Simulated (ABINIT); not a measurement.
Input and output of a self-consistent single point for Nb (Im-3m, 1 atom in the cell) (ABINIT).

Method: PBE, norm-conserving pseudopotentials (PseudoDojo nc-sr-05 PBE standard) (plane waves; ABINIT).

```
Nb
1.0
   -1.65825     1.65825     1.65825
    1.65825    -1.65825     1.65825
    1.65825     1.65825    -1.65825
Nb
1
Direct
  0.00000   0.00000   0.00000
```

Reference input (self-consistent single point, DFT, PBE, plane waves, norm-conserving pseudopotentials (PseudoDojo nc-sr-05 PBE standard)): pseudos = [Nb.upf]; ecut = 41 Ha; occopt = 3; tsmear = 0.00367493 Ha; ngkpt = 8 8 8; nshiftk = 1; shiftk = 0 0 0; potentials = PseudoDojo nc-sr-05 PBE standard; nband = 12; kptopt = 1; nstep = 60; tolvrs = 1e-10. This run's input differs from it in these lines:

```diff
@@ -18,5 +18,5 @@
 kptopt 1
-ngkpt 8 8 8
+ngkpt 22 22 22
 nshiftk 1
-shiftk 0 0 0
+shiftk 0.5 0.5 0.5
 nstep 60
```

The program printed (abridged):

```
--- !BeginCycle
solver: {iscf: 7, nstep: 60, nline: 4, wfoptalg: 0, }
tolerances: {tolvrs: 1.00E-10, }
...

     iter   Etot(hartree)      deltaE(h)  residm     vres2
 ETOT  1  -62.253384358149    -6.225E+01 2.754E-01 8.247E+01
 ETOT  2  -62.284705754819    -3.132E-02 7.378E-02 1.169E+01
 ETOT  3  -62.286923790799    -2.218E-03 4.650E-03 2.197E-03
 ETOT  4  -62.286924879125    -1.088E-06 3.421E-03 4.322E-05
 ETOT  5  -62.286924885708    -6.583E-09 1.563E-03 4.286E-07
 ETOT  6  -62.286924885771    -6.332E-11 5.380E-04 2.270E-10
 ETOT  7  -62.286924885772    -5.898E-13 5.756E-04 2.812E-12
 At SCF step    7       vres2   =  2.81E-12 < tolvrs=  1.00E-10 =>converged.

 Cartesian components of stress tensor (hartree/bohr^3)
  sigma(1 1)=  2.30633190E-05  sigma(3 2)=  0.00000000E+00
  sigma(2 2)=  2.30633190E-05  sigma(3 1)=  0.00000000E+00
  sigma(3 3)=  2.30633190E-05  sigma(2 1)=  0.00000000E+00

 ----iterations are completed or convergence reached----

 reduced coordinates (array xred) for    1 atoms
       0.000000000000      0.000000000000      0.000000000000
 cartesian forces (eV/Angstrom) at end:
    1     -0.00000000000000    -0.00000000000000    -0.00000000000000
 frms,max,avg= 0.0000000E+00 0.0000000E+00   0.000E+00  0.000E+00  0.000E+00 e/A
 length scales=  5.427620828100  5.427620828100  5.427620828100 bohr
              =  2.872173239099  2.872173239099  2.872173239099 angstroms
   [... lines left out ...]
 Fermi (or HOMO) energy (eV) =  14.27664   Average Vxc (eV)= -12.79379
   [... lines left out ...]
total_energy        : -6.22869248857721E+01
total_energy_eV     : -1.69491342252573E+03
band_energy         : -4.16247966179458E+00
...

-Cartesian components of stress tensor (GPa)         [Pressure= -6.7855E-01 GPa]
- sigma(1 1)=  6.78546156E-01  sigma(3 2)=  0.00000000E+00
- sigma(2 2)=  6.78546156E-01  sigma(3 1)=  0.00000000E+00
- sigma(3 3)=  6.78546156E-01  sigma(2 1)=  0.00000000E+00

 Calculation completed.
```

The run converged in 7 iterations. Against the reference run the free energy goes up by 23.9 meV/atom and the pressure goes from -0.47 to -0.68 GPa.

The starting cell has typed, rounded lattice constants, without a prior relaxation at this level. Its lattice was rescaled by up to half a per cent. Spin polarisation is off.

Cost on one core of a shared machine: roughly 90 s.
